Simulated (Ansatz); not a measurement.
The reference is SiC in the zinc blende structure (space group F-43m, No. 216; a = 4.356 Å). Axes: x, y, z lie along the cube axes.

The values are results of r2SCAN (Ansatz, an electronic-structure program; PAW; 500 eV plane waves; no spin-orbit coupling), not measurements.

It is then changed as follows: uniaxial strain ε_zz = +1.00 %, all other strain components held at zero, atoms relaxed at fixed cell.

Question: Predict the stress tensor and what it implies for the stiffness.

Answer: Stress of the strained cell less that of the base (GPa, compression positive):
```
  -1.28    0.00    0.00
   0.00   -1.28    0.00
   0.00    0.00   -4.11
```

Then −Δσ_ii/ε with ε = 0.0100 gives relaxed-ion elastic constants: C33 ≈ 411 GPa, C13 ≈ 128 GPa and C23 ≈ 128 GPa.

No phonon test of stability was made.
